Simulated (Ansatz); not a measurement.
Effect of pressure −1 GPa on Ag

Base system: Ag in the fcc (Cu type) structure (space group Fm-3m, No. 225; a = 4.1492 Å).

One thing is altered: hydrostatic tension (pressure −1 GPa).

Computed with Ansatz (a first-principles code), PBE, PAW, cutoff 420 eV, spin-orbit coupling left out, earlier PAW set. Settings: 19×19×19 k-points, 0.05 eV Fermi–Dirac smearing.

| quantity | base | changed | shift |
|---|---|---|---|
| volume per atom | 17.86 Å³ | 18.06 Å³ | +0.205 Å³ |
| density | 10.03 g/cm³ | 9.92 g/cm³ | -0.11 g/cm³ |
| lattice parameter a | 4.149 Å | 4.165 Å | +0.016 Å |
| shortest interatomic distance | 2.934 Å | 2.945 Å | +0.011 Å |
| enthalpy H = E + PV relative to the base's energy | – | -0.11 eV/atom | – |
| band gap | zero | zero | – |

Load acts through the strain it causes; cell and atoms are relaxed under it. No phonon test of stability was made.
